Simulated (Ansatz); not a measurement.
A self-consistent single point of CsYbF3 (P1, 5 atoms in the cell) with Ansatz (a quantum-chemistry and plane-wave program).

Method of the run: PBEsol, PAW files made with PBE (plane waves; Ansatz).

The change in words: atoms moved at random. Reference geometry:
```yaml
crystal:
  lattice:
    - [4.50879, 0.00000, 0.00000]
    - [0.00000, 4.50879, 0.00000]
    - [0.00000, 0.00000, 4.50879]
  atoms:
    - { symbol: Cs, position: [0.00000, 0.00000, 0.00000] }
    - { symbol: Yb, position: [0.50000, 0.50000, 0.50000] }
    - { symbol: F, position: [0.00000, 0.50000, 0.50000] }
    - { symbol: F, position: [0.50000, 0.00000, 0.50000] }
    - { symbol: F, position: [0.50000, 0.50000, 0.00000] }
```

Reference input (self-consistent single point, DFT, PBEsol, plane waves, PAW files made with PBE): basis.ecutwfc = 420 eV; kpoints.mp_grid.grid = 6 6 6; hamiltonian.xc = pbesol; hamiltonian.pseudopotentials = {kind: paw} (the program's default PAW files); scf.occupations.method = fermi_dirac; scf.occupations.width = 0.05 eV. This run's input differs from it in these lines:

Ansatz 0.2 input:
```diff
@@ -6,7 +6,7 @@
   atoms:
-    - { symbol: Cs, position: [0.00000000, 0.00000000, 0.00000000] }
-    - { symbol: Yb, position: [0.50000000, 0.50000000, 0.50000000] }
-    - { symbol: F, position: [0.00000000, 0.50000000, 0.50000000] }
-    - { symbol: F, position: [0.50000000, 0.00000000, 0.50000000] }
-    - { symbol: F, position: [0.50000000, 0.50000000, 0.00000000] }
+    - { symbol: Cs, position: [-0.01113300, -0.00299100, -0.00051300] }
+    - { symbol: Yb, position: [0.51809500, 0.52436200, 0.49428200] }
+    - { symbol: F, position: [-0.01030700, 0.50257400, 0.49968300] }
+    - { symbol: F, position: [0.51264500, -0.01871800, 0.49643600] }
+    - { symbol: F, position: [0.49070100, 0.49477300, 0.01011300] }
 basis:
```

Log, with long lists cut:

```
SCF iter   1: F=—  HF=-21674.247702 eV  |F-HF|=—  |Δ(HF+E_count)|=         —  Δρ=1.01e-1  dr2=7.95e0  ethr=3.10e-3  ⟨swp⟩=8.9  Hψ=19740  notcnv=0
all-band conjugate gradients solve this SCF's bands
preconditioner: auto → Resta (q_TF=auto, 2.498 Å⁻¹)
SCF iter   2: F=—  HF=-21675.495584 eV  |F-HF|=—  |Δ(HF+E_count)|=    1.25e0  Δρ=4.68e-1  dr2=1.93e2  ethr=3.10e-3  ⟨swp⟩=9.4  Hψ=36916  notcnv=0  defer=38  recentre
   [... lines left out ...]
SCF iter  13: F=—  HF=-21671.965494 eV  |F-HF|=—  |Δ(HF+E_count)|=   4.22e-4  Δρ=1.12e-4  dr2=1.74e-5  ethr=1.57e-7  ⟨swp⟩=3.0  Hψ=7364  notcnv=0  defer=448
SCF iter  14: F=—  HF=-21671.965501 eV  |F-HF|=—  |Δ(HF+E_count)|=   7.16e-6  Δρ=1.22e-4  dr2=1.15e-5  ethr=3.22e-8  ⟨swp⟩=2.8  Hψ=7081  notcnv=0  defer=448
SCF iter  15: F=—  HF=-21671.965501 eV  |F-HF|=—  |Δ(HF+E_count)|=   3.64e-7  Δρ=1.19e-5  dr2=1.86e-7  ethr=2.12e-8  ⟨swp⟩=2.0  Hψ=4726  notcnv=0  defer=448
SCF iter  16: F=-21671.965501 eV  HF=-21671.965501 eV  |F-HF|=1.27e-8  |Δ(HF+E_count)|=   1.27e-7  Δρ=5.86e-6  dr2=3.58e-8  ethr=1.85e-10  ⟨swp⟩=16.9  Hψ=33757  notcnv=0
SCF 1 converged in 16 iterations: F = -21671.965501 eV  dr2 = 3.58e-8
Free energy (F): -21671.965501 eV
Internal energy: -21671.951578 eV  (E = F + TS)
E sigma→0 (E₀):  -21671.958540 eV
Entropy (-TS):   -0.013923 eV (-2.785 meV/atom)
Fermi energy:    11.493112 eV
--- Forces (eV/Å), atoms counted from 1 ---
  atom   1  Cs     0.15267960     0.11456887    -0.01592731
  atom   2  Yb    -0.93820275    -1.53717385     0.43874127
  atom   3  F      0.95240547    -0.12958281     0.05257249
  atom   4  F     -0.10606520     1.65072438     0.05641548
  atom   5  F     -0.06075995    -0.09848640    -0.53183539
--- Stress (GPa, compression-positive) ---
        3.896654      -0.144218       0.094896
       -0.144217       5.970117       0.108059
        0.094896       0.108058       2.644065
  P = ⅓ Tr σ = 4.1703 GPa (41.703 kbar)
  The stress holds the Pulay correction. Without it, at fixed plane waves, as pw.x and ABINIT print it: P = 3.8655 GPa
```

The run converged in 16 iterations. Against the reference run the free energy goes up by 44.2 meV/atom, the pressure goes from 2.49 to 4.17 GPa and the largest force goes from 0.000 to 1.854 eV/Å.

The starting cell comes from a database of computed structures (which also holds hypothetical and non-ambient phases and stackings), without a prior relaxation at this level. For this run, on top of that: atoms moved at random. Spin polarisation is off, so a magnetic state, if there is one, cannot be reached. The f electrons are in the valence without U or exact exchange, which can misplace them near the Fermi level. Spin-orbit terms, which matter for f shells, are left out. With a pressure of about 4 GPa the cell is away from its equilibrium volume at this level. Forces in this geometry exceed 1 eV/Å. Ansatz's pressure includes its estimate of the finite-basis (Pulay) stress.

Cost on one core of a shared machine: roughly 80 s.
